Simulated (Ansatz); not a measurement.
Cost and result by functional for the surface energy of the (11-20) surface of hcp Y in its 1x1 cell, outermost plane spacing 1.83 Å in the ideal cut, in Ansatz (plane waves, PAW). Single points on the PBE structure, on one kind of machine; costs are rough ratios of the slab run's core time (references not counted) to the cheapest single point. r2SCAN's cost holds its higher cutoff (500 against 420 eV). Differences are taken against r2SCAN for comparison alone: no measured value is at hand, so the table doesn't rank accuracy.

Slab: 14 atoms, 11.0 Å thick at the start; k 7x6x1, smearing 0.1 eV, dipole-corrected; all atoms relaxed; symmetry of the start imposed; no spin, no spin-orbit, no U. These notes are the PBE run's.

```
functional                     relative cost  surface energy (J/m²)  less r2SCAN (J/m²)
-----------------------------  -------------  ---------------------  ------------------
PBEsol                                     1                   1.12                0.04
LDA                                        1                   1.17                0.09
RPBE                                       1                   0.93               -0.15
r2SCAN                                     2                   1.08                0.00
PBE (the relaxed run's value)              –                   1.02               -0.06
```

The values span 0.24 J/m², while the single points' costs differ by a factor of roughly 2. Differences are of unrounded values.

Ansatz is an electronic-structure program.
